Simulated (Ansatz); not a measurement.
Take TlBr in the CsCl type structure (space group Pm-3m, No. 221; a = 3.915 Å) as the base.

Computed with PBEsol (Ansatz, a program for electronic structure, PAW, no SOC).

Base values:

| Property | Result |
|---|---|
| Electron mass | 0.14 mₑ along k, 0.20 mₑ across (at X) |

Perturbation: the cell is scaled by 1.0150 in all directions, atoms relaxed at fixed cell.

Question: How does this affect the electron mass?

Answer: The electron mass becomes 0.15 mₑ along k, 0.21 mₑ across (at X) (base: 0.14 mₑ along k, 0.20 mₑ across (at X)).

Question: Estimate the effect on the energy relative to the base.

Answer: The energy increases by 4.8 meV/atom.

With Tl present, leaving out spin-orbit coupling can change the band edges. The levels and masses belong to the bands next to the band gap. The cells carry an imposed strain or load. Masses are band curvatures over ±0.01 Å⁻¹ around the edge. Along k means along the line from Γ to the band edge. Whether these cells are dynamically stable was not tested.
